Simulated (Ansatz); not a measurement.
## InAs: biaxial strain +1.67 %, plane normal [111], relaxed out of plane

Consider InAs in the zinc blende structure (space group F-43m, No. 216; a = 6.087 Å). Axes: x, y, z lie along the cube axes.

Modification: biaxial strain +1.67 %, plane normal [111], relaxed out of plane (Cartesian); in-plane vectors clamped, the third vector and the atoms free.

All numbers come from PBEsol (Ansatz, a quantum-chemistry and plane-wave program, PAW, spin-orbit coupling left out). k-mesh 9×9×9 (Γ-centred); smearing 0.05 eV (Fermi–Dirac).

- Volume per atom = 28.85 Å³ (base 28.20 Å³)
- Energy relative to the base (free energy F) = +5.4 meV/atom
- Pressure (mean of the normal stresses, compression positive) = -1.2 GPa (base 0.0 GPa)
- Band gap = zero (base zero)
- Valley order (the lowest conduction-band minima on the path, energy above the VBM, named in the base's zone) = Γ 0.03 eV; L along [111] 0.50 eV; L along [1-1-1] 0.78 eV; X along [001] 1.40 eV
- Out-of-plane strain = -1.03 % (rough)
- Mean in-plane stress (compression positive) = -1.8 GPa (rough)

Final structure (turned so that z lies along the plane normal):

```
InAs
1.0
    4.37624     0.00000     0.00000
    2.18812     3.78993     0.00000
    2.18812    -1.26331     3.47838
In As
1 1
Direct
  0.00298   0.99851   0.99553
  0.49702   0.25149   0.75447
```

Cost of the whole job for the changed cell (relaxation, final SCF and bands): about 23 core-seconds (a rough figure).

Without a gap, meshes like the base's 9×9×9 leave anisotropic stresses uncertain by several tenths of a GPa, and small strain energies with them. No phonon test of stability was made. All final runs are without spin polarisation. Gaps under 0.05 eV, about the width of the smearing, are given as zero. A zero or small gap of InAs can be the functional's error rather than a property of the material.
